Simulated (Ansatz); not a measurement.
The starting structures come from a database of crystals and need not be the phases stable at ambient conditions.

By PBEsol, the system below comes out a metal.

A figure of merit of an interconnect metal is its ballistic conductance per area.

Consider the following.

```xyz
2
Lattice="4.3563 0.0000 0.0000 0.0000 6.1607 0.0000 2.1781 3.0803 2.1781" Properties=species:S:1:pos:R:3 pbc="T T T"
Y      0.0000     0.0000     0.0000
Te     0.0000     3.0803     0.0000
```

Space group of this cell: Fm-3m, rock salt. The cell is taken as given; by PBEsol its mean pressure is -2.5 GPa.

The current flows along the normal of the first two printed cell vectors, the (110) plane of the conventional cell. No spin-orbit coupling; the value is a mean over 0.1 eV about the Fermi level.

Q: State the ballistic conductance per area according to PBEsol (Ansatz, an electronic-structure program).

A: 0.63 × 10¹⁵ S/m² for both spins.
